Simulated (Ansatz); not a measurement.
Abridged Ansatz (a first-principles code) output:

```
Relaxation: its limit of steps is 50 (relax.max_steps)
Pseudopotential: Ir, paw, valence charge 17
Crystal: 1 atoms, lattice volume = 14.055 Å³
Basis set: ecut = 420 eV, 283 PW (Γ), exchange–correlation on 40×40×40 points (8 copies of the dense FFT grid, shifted against one another)
Bands: 13, of which v1, the nominal top of the filled ones, is band 9 counted from 1 (8 counted from 0)
Symmetry: 16 space group operations
k-points: 1800 of 24389
Functional: x = pbesol(κ = 0.804, μ = 0.12345679012345678), c = pbesol(β = 0.046)
SCF iter   1: F=—  HF=-11800.565404 eV  |F-HF|=—  |Δ(HF+E_count)|=         —  Δρ=5.26e-2  dr2=2.92e-1  ethr=3.10e-3  ⟨swp⟩=5.0  Hψ=120311  notcnv=0
SCF iter   2: F=—  HF=-11800.462816 eV  |F-HF|=—  |Δ(HF+E_count)|=   1.03e-1  Δρ=1.63e-2  dr2=8.15e-3  ethr=1.72e-3  ⟨swp⟩=2.7  Hψ=51897  notcnv=0
SCF 1 converged in 6 iterations: F = -11800.459317 eV  dr2 = 2.07e-10
relax step   1: F+E_penalty+E_count = -11800.45931715 eV  Δ(F+E_penalty+E_count) = +0.000e0 eV  max|allowed force component| = 0.000e0 eV/Å  Δτ_max = 0.0000 Å  P = -0.000 GPa  Ω = 14.055 Å³  (6 SCF iters, dr2 threshold 1.00e-7 eV, accepted)
[... steps on the carried basis left out ...]
relax step   5: F+E_penalty+E_count = -11800.45851128 eV  Δ(F+E_penalty+E_count) = -1.679e-5 eV  max|allowed force component| = 0.000e0 eV/Å  Δτ_max = 0.0000 Å  P = -1.002 GPa  Ω = 14.093 Å³  stress off target by 3.28e-3 GPa  SCF on the basis re-selected at this cell (its energy is not comparable with the rows above)  (5 SCF iters)
SCF converged after 5 iterations
Free energy (F): -11800.458511 eV
Internal energy: -11800.429121 eV  (E = F + TS)
E sigma→0 (E₀):  -11800.443816 eV
Entropy (-TS):   -0.029391 eV (-29.391 meV/atom)
Fermi energy:    25.738836 eV
--- Forces (eV/Å), atoms counted from 1 ---
  atom   1  Ir     0.00000000    -0.00000000     0.00000000
--- Stress (GPa, compression-positive) ---
       -3.003282       0.000000       0.000000
        0.000000      -0.001429      -0.000000
        0.000000      -0.000000      -0.001429
  P = ⅓ Tr σ = -1.0020 GPa (-10.020 kbar)
--- Relaxed structure (4 steps of the walk, 3 accepted, 1 SCFs on fresh bases) ---
  cell:  # Å, volume = 14.0928 Å³
    - [-1.1617448235001947e-32, 1.9121612477260732, 1.9121612477260732]
    - [1.9271573284749497, -1.1311725913028212e-32, 1.9121612477260732]
    - [1.9271573284749497, 1.9121612477260732, 3.0572232197373543e-34]
  atoms:
    - { symbol: Ir, position: [0.0, 0.0, 0.0] }
```

Question: What was computed, and what are the main results?

Answer: Ir, 1 atom in the cell, with PBEsol (Ansatz), no spin-orbit coupling, earlier PAW set, from a series relaxed to a target (uniaxial stress, 3 GPa tension along x). The last SCF converged to F = -11800.458511 eV, or -11800.4585 eV per atom. The total energy compares only with runs of the same code, potentials and settings.

Load acts through the strain it causes; cell and atoms are relaxed under it. Beyond what the load breaks, stability against distortions was not tested. All final runs are without spin polarisation. The cell was made from Ir in the fcc (Cu type) structure (space group Fm-3m, No. 225) by this change: uniaxial stress, 3 GPa tension along x.

Keys are those of Ansatz 0.2.
